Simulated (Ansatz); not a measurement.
The reference is ZnSiP$_{2}$ in the chalcopyrite structure (space group I-42d, No. 122).

```yaml
crystal:
  lattice:
    - [-2.68876, 2.68876, 5.23303]
    - [2.68876, -2.68876, 5.23303]
    - [2.68876, 2.68876, -5.23303]
  atoms:
    - { symbol: Zn, position: [0.75000, 0.25000, 0.50000] }
    - { symbol: Zn, position: [0.00000, 0.00000, 0.00000] }
    - { symbol: Si, position: [0.25000, 0.75000, 0.50000] }
    - { symbol: Si, position: [0.50000, 0.50000, 0.00000] }
    - { symbol: P, position: [0.14181, 0.12500, 0.51681] }
    - { symbol: P, position: [0.60819, 0.62500, 0.48319] }
    - { symbol: P, position: [0.37500, 0.85819, 0.98319] }
    - { symbol: P, position: [0.87500, 0.39181, 0.01681] }
```

Calculations: r2SCAN (Ansatz, a first-principles code; PAW; 500 eV plane waves; no SOC).

Carriers are added at fixed cell with a uniform background; the Fermi–Dirac width is that of 300 K.

One change was made to it. Results:

The Fermi level relative to the doped band's edge (positive inside the band; to 0.05 eV) amounts to +0.90 eV; the gap between the host's bands drops by 0.098 eV (1.55 eV → 1.46 eV); the gap character is still direct at Γ.

Q: Which change produced these results?
A) holes 1.0×10^22 cm⁻³
B) holes 7.0×10^21 cm⁻³
C) electrons 3.0×10^21 cm⁻³
D) electrons 7.0×10^21 cm⁻³
E) holes 3.0×10^21 cm⁻³

A: D, electrons 7.0×10^21 cm⁻³. For comparison, the gap between the host's bands in the other runs: electrons 3.0×10^21 cm⁻³ gives 1.51 eV; holes 3.0×10^21 cm⁻³ gives 1.60 eV; holes 1.0×10^22 cm⁻³ gives 1.76 eV; holes 7.0×10^21 cm⁻³ gives 1.69 eV.

Carriers are added with a uniform compensating background; total energy and stress of such cells depend on the potential's zero and are not compared; many-body gap narrowing is missing at this level. No phonon test of stability was made.
